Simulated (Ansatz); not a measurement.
**Converging shifted k-point meshes: AlNi (Cmm2, 2 atoms in the cell)**

```yaml
crystal:
  lattice:
    - [1.93288, -1.94733, 0.00000]
    - [1.93288, 1.94733, 0.00000]
    - [0.00000, 0.00000, 3.09013]
  atoms:
    - { symbol: Al, position: [0.00000, 0.00000, 0.01618] }
    - { symbol: Ni, position: [0.50000, 0.50000, 0.50000] }
```

Level of theory: PBEsol, PAW files made with PBE (plane waves; Ansatz, a quantum-chemistry and plane-wave program).

Base settings: basis.ecutwfc = 30.9 Ry; kpoints.mp_grid.grid = 12 12 11; hamiltonian.xc = pbesol; hamiltonian.pseudopotentials = {kind: paw} (the program's default PAW files); scf.occupations.method = gaussian; scf.occupations.width = 0.0073 Ry.

In this ladder: kpoints.mp_grid.shift = 0.5 0.5 0.5.

Only quantities that move along the ladder and can be compared are tabulated.

The count of work is k-points × plane waves × bands × iterations; it is no time. Core times come from one kind of shared machine, to one figure; runs under 30 s give none.

The starting cell comes from a database of computed structures (which also holds hypothetical and non-ambient phases and stackings), without a prior relaxation at this level. Its lattice was rescaled by up to half a per cent. One atom was moved a little off its site on purpose. Spin polarisation is off. Ansatz's pressure includes its estimate of the finite-basis (Pulay) stress.

```tsv
kpoints.mp_grid.grid	free energy less the last step's (meV/atom)	pressure (GPa)	largest difference of a force vector from the last step's (eV/Å)	count of work / last	core time / last (rough)
2 2 2	610.07	3.22	0.054	0.00028	–
3 3 2	115.68	2.79	0.038	0.00056	–
3 3 3	-52.16	1.22	0.021	0.00097	–
4 4 3	55.20	2.63	0.019	0.0017	–
4 4 4	18.50	2.09	0.016	0.0017	–
5 5 4	-12.05	2.09	0.000	0.0022	–
5 5 5	1.80	2.15	0.000	0.0033	–
6 6 5	4.03	2.43	0.002	0.0044	–
6 6 6	11.58	2.51	0.004	0.0050	–
7 7 6	4.07	2.22	0.003	0.0067	–
8 8 7	-0.15	2.01	0.009	0.011	–
8 8 8	-3.70	2.14	0.001	0.011	–
9 9 8	4.90	2.25	0.000	0.014	–
10 10 9	-0.75	2.12	0.001	0.021	–
11 11 10	-0.94	2.17	0.001	0.025	–
13 13 11	-0.77	2.13	0.002	0.041	–
14 14 12	0.43	2.11	0.001	0.047	–
15 15 14	0.16	2.11	0.001	0.062	–
17 17 15	0.76	2.15	0.001	0.090	–
19 19 17	-0.40	2.13	0.000	0.12	–
21 21 19	0.12	2.12	0.000	0.17	0.2
23 23 21	-0.11	2.12	0.000	0.22	0.3
26 26 23	0.01	2.13	0.000	0.30	0.4
29 29 25	-0.01	2.12	0.000	0.41	0.5
32 32 28	0.01	2.12	0.000	0.53	0.7
35 35 31	-0.01	2.13	0.000	0.72	0.7
39 39 35	0.00	2.13	0.000	1.0	1
```

Coarsest kpoints.mp_grid.grid that holds the pressure within 0.2 GPa of the last step, with all finer ones: 7 7 6, at 0.0067 of the last step's count of work; the step before is off by 0.38 GPa.

Coarsest kpoints.mp_grid.grid that holds the forces within 0.005 eV/Å of the last step, with all finer ones: 8 8 8, at 0.011 of the last step's count of work; the step before is off by 0.009 eV/Å.

Coarsest kpoints.mp_grid.grid that holds the free energy within 2 meV/atom of the last step, with all finer ones: 10 10 9, at 0.021 of the last step's count of work; the step before is off by 4.9 meV/atom.

Keys are those of Ansatz 0.2.
